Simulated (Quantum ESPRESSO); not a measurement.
**A series of runs on YSi₂Au₂ (I4/mmm, 5 atoms in the cell)**

```yaml
crystal:
  lattice:
    - [-2.11986, 2.11986, 5.10402]
    - [2.11986, -2.11986, 5.10402]
    - [2.11986, 2.11986, -5.10402]
  atoms:
    - { symbol: Y, position: [0.00000, 0.00000, 0.00000] }
    - { symbol: Si, position: [0.38808, 0.38808, 0.00000] }
    - { symbol: Si, position: [0.61192, 0.61192, 0.00000] }
    - { symbol: Au, position: [0.25000, 0.75000, 0.50000] }
    - { symbol: Au, position: [0.75000, 0.25000, 0.50000] }
```

Base run A: PBEsol, GBRV 1.5 ultrasoft (PBESOL) pseudopotentials (Quantum ESPRESSO), self-consistent single point.

Its settings: ecutwfc = 40 Ry; ecutrho = 320 Ry; occupations = smearing; smearing = marzari-vanderbilt; degauss = 0.0073499 Ry; potentials = {Y: y_pbesol_v1.4.uspp.F.UPF, Si: si_pbesol_v1.uspp.F.UPF, Au: au_pbesol_v1.uspp.F.UPF}; K_POINTS = automatic 7 7 7 1 1 1; conv_thr = 1e-09 Ry; mixing_beta = 0.4.

The starting cell comes from a database of computed structures (which also holds hypothetical and non-ambient phases and stackings), without a prior relaxation at this level.

ΔF is the free energy per atom less that of run A. 

Run A gave: pressure (GPa) -2.69; largest force (eV/Å) 0.292; TS (meV/atom) 0.1; k-points 40.

Runs:
- B: degauss, K_POINTS = 0.002205 Ry, automatic 5 5 5 1 1 1
- C: degauss, K_POINTS = 0.0073499 Ry, automatic 5 5 5 1 1 1
- D: degauss, K_POINTS = 0.02205 Ry, automatic 5 5 5 1 1 1
- E: degauss, K_POINTS = 0.002205 Ry, automatic 6 6 6 1 1 1
- F: degauss, K_POINTS = 0.0073499 Ry, automatic 6 6 6 1 1 1
- G: degauss, K_POINTS = 0.02205 Ry, automatic 6 6 6 1 1 1
- H: degauss, K_POINTS = 0.002205 Ry, automatic 7 7 7 1 1 1
- I: degauss, K_POINTS = 0.02205 Ry, automatic 7 7 7 1 1 1
- J: degauss, K_POINTS = 0.002205 Ry, automatic 9 9 9 1 1 1
- K: degauss, K_POINTS = 0.0073499 Ry, automatic 9 9 9 1 1 1
- L: degauss, K_POINTS = 0.02205 Ry, automatic 9 9 9 1 1 1

Question: What does run E change against A?

Answer: The free energy goes down by 3.1 meV/atom, the pressure goes from -2.69 to -2.54 GPa and the largest force goes from 0.292 to 0.357 eV/Å.

Question: What does run L change against A?

Answer: The free energy goes down by 3.4 meV/atom, the pressure moves little (-2.69 to -2.70 GPa) and the largest force goes from 0.292 to 0.238 eV/Å.

Question: What does run C change against A?

Answer: The free energy goes down by 6.5 meV/atom, the pressure goes from -2.69 to -2.52 GPa and the largest force goes from 0.292 to 0.370 eV/Å.

```csv
run,ΔF (meV/atom),pressure (GPa),largest force (eV/Å),TS (meV/atom),k-points
A,0.00,-2.69,0.292,0.1,40
B,-5.8,-2.47,0.348,0.1,18
C,-6.5,-2.52,0.370,1.2,18
D,-7.9,-2.50,0.394,0.3,18
E,-3.1,-2.54,0.357,0.0,28
F,-3.4,-2.59,0.350,0.3,28
G,-2.3,-2.61,0.326,-3.0,28
H,-0.26,-2.71,0.298,-0.2,40
I,-1.05,-2.66,0.288,1.0,40
J,-3.5,-2.67,0.233,0.0,75
K,-3.4,-2.65,0.244,-0.2,75
L,-3.4,-2.70,0.238,0.0,75
```
